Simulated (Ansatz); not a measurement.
A relaxation of the atoms of F₂ (P1, 4 atoms in the cell) with Ansatz (an electronic-structure program).

Method of the run: LDA (PW92), default PAW files made with PBE (plane waves; Ansatz).

The change in words: one atom moved by 0.15 angstrom; relax: default → atoms; relax.f_tol: default → 0.02 eV/Å. Reference geometry:
```
F2
1.0
    2.56910    -1.59194     0.00000
    2.56910     1.59194     0.00000
   -0.56492     0.00000     6.63070
F
4
Cartesian
  3.54452   0.50863   3.96489
  1.02876  -0.50863   2.66581
  0.74630   0.50863   5.98115
  3.82698  -0.50863   0.64954
```

Reference input (self-consistent single point, DFT, LDA (PW92), plane waves, default PAW files made with PBE): basis.ecutwfc = 420 eV; kpoints.mp_grid.grid = 9 9 4; hamiltonian.xc = lda; hamiltonian.pseudopotentials = {kind: paw} (the program's default PAW files); scf.occupations.method = fermi_dirac; scf.occupations.width = 0.01 eV. This run's input differs from it in these lines:

```diff
@@ -6,3 +6,3 @@
   atoms:
-    - { symbol: F, position_ang: [3.544525, 0.508626, 3.964892] }
+    - { symbol: F, position_ang: [3.544524, 0.508626, 4.114891] }
     - { symbol: F, position_ang: [1.028759, -0.508626, 2.665805] }
@@ -19,2 +19,4 @@
   occupations: { method: fermi_dirac, width: 0.01 }
+relax:
+  f_tol: 0.02
 output:
```

The program printed (abridged):

```
   [... SCF lines of the steps left out ...]
relax step   1: F+E_penalty+E_count = -3162.84049486 eV  Δ(F+E_penalty+E_count) = +0.000e0 eV  max|allowed force component| = 3.081e0 eV/Å  Δτ_max = 0.0000 Å  (7 SCF iters, dr2 threshold 1.00e-5 eV, accepted)
relax step   2: F+E_penalty+E_count = -3163.08282745 eV  Δ(F+E_penalty+E_count) = -2.423e-1 eV  max|allowed force component| = 1.968e0 eV/Å  Δτ_max = 0.0823 Å  (7 SCF iters, dr2 threshold 1.00e-4 eV, accepted)
   [... lines left out ...]
relax step   5: F+E_penalty+E_count = -3163.18693465 eV  Δ(F+E_penalty+E_count) = -3.623e-3 eV  max|allowed force component| = 1.401e-2 eV/Å  Δτ_max = 0.0419 Å  (7 SCF iters, accepted)
relax step   6: F+E_penalty+E_count = -3163.18728861 eV  Δ(F+E_penalty+E_count) = -3.540e-4 eV  max|allowed force component| = 2.886e-2 eV/Å  Δτ_max = 0.0176 Å  (7 SCF iters, accepted)
relax step   7: F+E_penalty+E_count = -3163.18731976 eV  Δ(F+E_penalty+E_count) = -3.115e-5 eV  max|allowed force component| = 3.377e-4 eV/Å  Δτ_max = 0.0039 Å  (7 SCF iters, accepted)
Free energy (F): -3163.187320 eV
Internal energy: -3163.187320 eV  (E = F + TS)
E sigma→0 (E₀):  -3163.187320 eV
Fermi energy:    -1.325391 eV
--- Forces (eV/Å), atoms counted from 1 ---
  atom   1  F      0.00017525     0.00009413    -0.00003303
  atom   2  F      0.00026445    -0.00028665    -0.00009908
  atom   3  F     -0.00019427     0.00032141     0.00014740
  atom   4  F     -0.00024783    -0.00019409     0.00003444
--- Stress (GPa, compression-positive) ---
       -0.986900       0.000013       0.122298
        0.000011      -1.530077      -0.000160
        0.122293      -0.000152      -2.309986
  P = ⅓ Tr σ = -1.6090 GPa (-16.090 kbar)
  The stress holds the Pulay correction. Without it, at fixed plane waves, as pw.x and ABINIT print it: P = -3.0932 GPa
   [... lines left out ...]
  atoms:
    - { symbol: F, position: [0.5856851435882718, 0.9208799374148687, 0.60293531675343] }
    - { symbol: F, position: [0.41350404992541034, 0.0798740888778775, 0.4085509720347067] }
    - { symbol: F, position: [0.08115035352465076, 0.414772953916878, 0.9083760891602595] }
    - { symbol: F, position: [0.9221474244356611, 0.5869599912643699, 0.1027595274108753] }
```

The run converged. 

Summary of the result:
| Item | Value |
|---|---|
| Free energy E − TS (on the zero of these files) | -3163.1873 eV |
| Top of the valence band (on the code's own zero) | -2.68 eV |
| Gap on the k-point mesh | 2.71 eV |
| Pressure | -1.61 GPa |
| Relaxation steps | 7 |

The starting cell comes from a database of computed structures (which also holds hypothetical and non-ambient phases and stackings), without a prior relaxation at this level. Its lattice was rescaled by up to half a per cent. For this run, on top of that: one atom moved by 0.15 angstrom. Ansatz's pressure includes its estimate of the finite-basis (Pulay) stress. Without the estimate this run gives -3.09 GPa.

Cost on one core of a shared machine: roughly 90 s.

Keys are those of Ansatz 0.2.
